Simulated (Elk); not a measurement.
A self-consistent single point of LuFeC2 (Amm2, 4 atoms in the cell) with Elk.

Method: PBEsol, all-electron FP-LAPW, Elk's shipped species files, default APW+lo basis (Elk).

```yaml
crystal:
  lattice:
    - [3.45355, 0.00000, 0.00000]
    - [0.00000, 2.24877, 2.95639]
    - [0.00000, -2.24877, 2.95639]
  atoms:
    - { symbol: Lu, position: [0.00000, 0.99225, 0.99225] }
    - { symbol: Fe, position: [0.50000, 0.39129, 0.39129], spin: 4.0 }
    - { symbol: C, position: [0.50000, 0.85728, 0.54418] }
    - { symbol: C, position: [0.50000, 0.54418, 0.85728] }
```
(The spins are starting values, not results.)

Reference input (self-consistent single point, DFT, LDA (PW92), all-electron FP-LAPW, Elk's shipped species files, default APW+lo basis): xctype = 3; spinpol = true; rgkmax = 7; stype = 3; swidth = 0.00499791 Ha; ngridk = 7 6 6; reducebf = 0.7; nempty = 8 per atom; bfcmt = [[0.0, 0.0, 0.0], [0.0, 0.0, -1.0], [0.0, 0.0, 0.0], [0.0, 0.0, 0.0]]. This run's input differs from it in these lines:

```diff
@@ -4,3 +4,3 @@
 xctype
-  3
+  22
```

Output, abridged:

```
│ Self-consistent loop started │
│ Loop number : 1 │
 total energy                :     -15899.4344118
 total moment                :    1.743911963
│ Loop number : 2 │
 total energy                :     -15902.4755683
 total moment                :    1.731149144
RMS change in Kohn-Sham potential (target) :    2.793022117     (  0.1000000000E-05)
Absolute change in total energy (target)   :    3.041156464     (  0.1000000000E-03)
│ Loop number : 3 │
 total energy                :     -15884.7136029
 total moment                :    1.677088037
RMS change in Kohn-Sham potential (target) :    2.750953996     (  0.1000000000E-05)
   [... lines left out ...]
│ Loop number : 25 │
 total energy                :     -15924.3652498
 total moment                :  -0.7266549760
RMS change in Kohn-Sham potential (target) :   0.2849045856E-05 (  0.1000000000E-05)
Absolute change in total energy (target)   :   0.4328342584E-04 (  0.1000000000E-03)
│ Loop number : 26 │
 total energy                :     -15924.3651768
 total moment                :  -0.7259137229
RMS change in Kohn-Sham potential (target) :   0.8071397752E-06 (  0.1000000000E-05)
Absolute change in total energy (target)   :   0.8376725964E-04 (  0.1000000000E-03)
Convergence targets achieved

│ Loop number : 27 │

Energies :
 Fermi                       :     0.360779120102
 xc effective B-field        :    -0.114998481375E-01
 external B-field            :      0.00000000000
 total energy                :     -15924.3651828
 (external B-field energy excluded from total)

Density of states at Fermi energy :    65.83717501
 (states/Hartree/unit cell)

Estimated indirect band gap :   0.9250207780E-03
 from k-point     28 to k-point     71
Estimated direct band gap   :   0.2472080626E-02
 at k-point     28

Charges :
 core                        :    60.00000000
 valence                     :    49.00000000
 interstitial                :    6.744632995
 muffin-tins (core leakage)
  species :    1 (Lu)
   atom    1                 :    69.52333035     (  0.6499985403E-06)
  species :    2 (Fe)
   [... lines left out ...]
 interstitial                :   0.6727652308E-02
 muffin-tins
  species :    1 (Lu)
   atom    1                 :   0.1610266458E-01
  species :    2 (Fe)
   atom    1                 :  -0.7537313244
  species :    3 (C)
   atom    1                 :   0.2666135390E-02
   atom    2                 :   0.2666135390E-02
 total in muffin-tins        :  -0.7322963890
 total moment                :  -0.7255687367

│ Self-consistent loop stopped │
```

The run converged in 27 iterations. The count includes the last loop, which Elk runs after its targets are met. Against the reference run the size of the net moment goes from 0.08 to 0.18 μB/atom.

The starting cell comes from a database of computed structures (which also holds hypothetical and non-ambient phases and stackings), without a prior relaxation at this level. Spin-orbit coupling is off. The moments shrank to a small part of their start, a low-spin state that need not be the lowest. Values depend on the basis (sphere radii, cutoffs, local orbitals), which need not be converged. The log's line on a gap gives a spacing of levels on this mesh, which the program prints for metals too.

Cost on one core of a shared machine: roughly 3 min.
